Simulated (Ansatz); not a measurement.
System: fluorite PbF2 (high-temperature phase). Method: r²SCAN (Ansatz, a quantum-chemistry and plane-wave program, plane waves, PAW).

Numerical settings: plane-wave cutoff 560 eV, 10×10×10 k mesh, Fermi–Dirac smearing 0.01 eV, scalar-relativistic PAW data made under PBE.

The cell has the measured lattice: a = b = c = 5.9306 Å, α = β = γ = 90.00°.

**Question.** Estimate the band gap, smallest direct gap on the k points sampled and direct gap at Γ that the calculation returns.

**Answer.** 
* **band gap**: 4.93 eV
* **smallest direct gap on the k points sampled**: 5.07 eV
* **direct gap at Γ**: 9.45 eV

Note: cell and atoms aren't relaxed at this level (pressure -0.4 GPa).

Spin–orbit coupling is not included; with these elements it can move the gap by several tenths of an eV or more.

It cost roughly 13 core-seconds of CPU time.
